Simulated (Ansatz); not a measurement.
The cell is built on a prototype and need not be the phase stable at ambient conditions.

By PBEsol, the system below comes out a metal.

A figure of merit of an interconnect metal is its ballistic conductance per area.

Data:

```xyz
2
Lattice="2.6810 0.0000 0.0000 0.0000 2.6810 0.0000 0.0000 0.0000 2.6810" Properties=species:S:1:pos:R:3 pbc="T T T"
Ti     0.0000     0.0000     0.0000
C      1.3405     1.3405     1.3405
```

Space group of this cell: Pm-3m, CsCl type. The cell was relaxed by PBE-D3(BJ).

The current flows along the normal of the first two printed cell vectors. No spin-orbit coupling; the value is a mean over 0.1 eV about the Fermi level.

Question: Estimate the ballistic conductance per area that PBEsol run with Ansatz (a quantum-chemistry and plane-wave program) returns for this system.

Answer: 2.0 × 10¹⁵ S/m² for both spins.
